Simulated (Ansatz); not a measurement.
An Ansatz (a program for electronic structure) input (PBE/PAW in Ansatz, no spin-orbit coupling):

Ansatz 0.2 input:
```yaml
crystal:
  lattice:
    - [0, 3.9137374134, 4.0561276682]
    - [2.2759771037, 0, 4.0561276682]
    - [2.2759771037, 3.9137374134, 0]
  atoms:
    - { symbol: Si, position: [0.6630161514, 0.3369838486, 0.6630161514] }
    - { symbol: Si, position: [0.3369838486, 0.6630161514, 0.3369838486] }
    - { symbol: Si, position: [0.5869838486, 0.9130161514, 0.5869838486] }
    - { symbol: Si, position: [0.9130161514, 0.5869838486, 0.9130161514] }
    - { symbol: Ti, position: [0, 0, 0] }
    - { symbol: Ti, position: [0.25, 0.25, 0.25] }
basis: { ecutwfc: 420, ecutrho_ratio: 4, xc_grid: 2, fft_grid_basis: typed }
kpoints: { mp_grid: { grid: [13, 13, 13] } }
hamiltonian:
  xc: pbe
  dispersion: none
  pseudopotentials: { kind: paw }
scf: { occupations: { method: fermi_dirac, width: 0.05 }, convergence: { dr2_threshold: 0.0000000006 } }
relax: { f_tol: 0.005, max_steps: 50 }
output: { forces: true, stress: true }
checkpoint: { write: state.ck, write_every: 1000 }
```

**Question.** Which symmetry and how many k-points will the program report, and about how many plane waves at Γ?

**Answer.** Space group Fddd (ITA 70) with 8 operations, k-points 343 of 2197, and 1443 plane waves at Γ.

**Question.** And the final pressure?

**Answer.** 33.06 GPa (compression positive).

The cells carry an imposed strain or load. Whether these cells are dynamically stable was not tested. All final runs are without spin polarisation. The cell was made from TiSi2 (space group Fddd, No. 70) by this change: isotropic strain −5.29 %.
